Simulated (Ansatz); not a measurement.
An Ansatz (a quantum-chemistry and plane-wave program) run: SiO2 with a change (uniaxial stress, 5 GPa compression along x); r2SCAN, PAW, 500 eV (Ansatz; no spin-orbit coupling).

Input:

Ansatz 0.2 input:
```yaml
crystal:
  lattice:
    - [4.1851970736, 0, 0]
    - [0, 4.1851970736, 0]
    - [0, 0, 2.668832337]
  atoms:
    - { symbol: Si, position: [0.5, 0.5, 0.5] }
    - { symbol: Si, position: [0, 0, 0] }
    - { symbol: O, position: [0.806101387, 0.806101387, 0.5] }
    - { symbol: O, position: [0.306101387, 0.693898613, 0] }
    - { symbol: O, position: [0.693898613, 0.306101387, 0] }
    - { symbol: O, position: [0.193898613, 0.193898613, 0.5] }
basis: { ecutwfc: 500, ecutrho_ratio: 4, xc_grid: 4, fft_grid_basis: typed }
kpoints: { mp_grid: { grid: [8, 8, 12] } }
hamiltonian:
  xc: r2scan
  dispersion: none
  pseudopotentials: { kind: paw }
scf: { occupations: { method: fermi_dirac, width: 0.05 } }
relax: { f_tol: 0.005, max_steps: 50, cell: { stress_tol: 0.01, sigma_target: [5, 0, 0, 0, 0, 0] } }
output: { forces: true, stress: true }
checkpoint: { write: state.ck, write_every: 1000 }
```

Output (explanatory and most iteration lines left out):

```
Relaxation: its limit of steps is 50 (relax.max_steps)
Pseudopotential: Si, paw, valence charge 4
Pseudopotential: O, paw, valence charge 6
Crystal: 6 atoms, lattice volume = 46.747 Å³
Basis set: ecut = 500 eV, 1177 PW (Γ), exchange–correlation on 128×128×80 points (64 copies of the dense FFT grid, shifted against one another)
Bands: 22, of which v1, the nominal top of the filled ones, is band 16 counted from 1 (15 counted from 0)
Symmetry: 8 space group operations
k-points: 175 of 768
Functional: x = r2scan, c = r2scan; τ floored in thin density (d = 2e-4 eV/Å³)
SCF iter   1: F=—  HF=-3559.039639 eV  |F-HF|=—  |Δ(HF+E_count)|=         —  Δρ=1.17e-2  dr2=5.87e-2  dr2_τ=5.22e-1  ethr=1.77e-3  ⟨swp⟩=6.1  Hψ=21324  notcnv=0  defer=3
SCF iter   2: F=—  HF=-3559.336150 eV  |F-HF|=—  |Δ(HF+E_count)|=   2.97e-1  Δρ=6.41e-3  dr2=7.24e-3  dr2_τ=1.53e-3  ethr=1.83e-4  ⟨swp⟩=3.0  Hψ=9386  notcnv=0  defer=308
SCF 1 converged in 7 iterations: F = -3559.337041 eV  dr2 = 7.64e-10
relax step   1: F+E_penalty+E_count = -3559.33704145 eV  Δ(F+E_penalty+E_count) = +0.000e0 eV  max|allowed force component| = 2.158e-5 eV/Å  Δτ_max = 0.0000 Å  P = +0.001 GPa  Ω = 46.747 Å³  (7 SCF iters, dr2 threshold 1.00e-7 eV, accepted)
[... steps on the carried basis left out ...]
relax step   9: F+E_penalty+E_count = -3559.32670086 eV  Δ(F+E_penalty+E_count) = -1.559e-6 eV  max|allowed force component| = 1.307e-5 eV/Å  Δτ_max = 0.0000 Å  P = +1.667 GPa  Ω = 46.437 Å³  stress off target by 1.32e-4 GPa  SCF on the basis re-selected at this cell (its energy is not comparable with the rows above)  (5 SCF iters)
SCF converged after 5 iterations
Free energy (F): -3559.326701 eV
Internal energy: -3559.326701 eV  (E = F + TS)
E sigma→0 (E₀):  -3559.326701 eV
Fermi energy:    13.542714 eV
--- Forces (eV/Å), atoms counted from 1 ---
  atom   1  Si     0.00000000    -0.00000000    -0.00000000
  atom   2  Si     0.00000000     0.00000000     0.00000000
  atom   3  O      0.00001116    -0.00001307     0.00000000
  atom   4  O      0.00001116     0.00001307     0.00000000
  atom   5  O     -0.00001116    -0.00001307    -0.00000000
  atom   6  O     -0.00001116     0.00001307    -0.00000000
--- Stress (GPa, compression-positive) ---
        4.999874       0.000000       0.000000
        0.000000      -0.000122       0.000000
        0.000000       0.000000       0.000132
  P = ⅓ Tr σ = 1.6666 GPa (16.666 kbar)
--- Relaxed structure (7 steps of the walk, 7 accepted, 2 SCFs on fresh bases) ---
  cell:  # Å, volume = 46.4372 Å³
    - [4.125728168383345, 0.0, 0.0]
    - [0.0, 4.208416390891588, 0.0]
    - [0.0, 0.0, 2.674526330977666]
  atoms:
    - { symbol: Si, position: [0.5, 0.5, 0.5000000000000001] }
    - { symbol: Si, position: [0.0, -5.181128407666123e-20, 0.0] }
    - { symbol: O, position: [0.8017099218369189, 0.8095491636687425, 0.5000000000000001] }
    - { symbol: O, position: [0.30170992183691897, 0.6904508363312575, 0.0] }
    - { symbol: O, position: [0.6982900781630811, 0.3095491636687425, 0.0] }
    - { symbol: O, position: [0.198290078163081, 0.19045083633125756, 0.5000000000000001] }
```

Load acts through the strain it causes; cell and atoms are relaxed under it. sigma_target is in GPa, compression positive, in the order xx, yy, zz, yz, xz, xy. Beyond what the load breaks, stability against distortions was not tested. The cell was made from SiO2 in the rutile structure (space group P4_2/mnm, No. 136) by this change: uniaxial stress, 5 GPa compression along x.
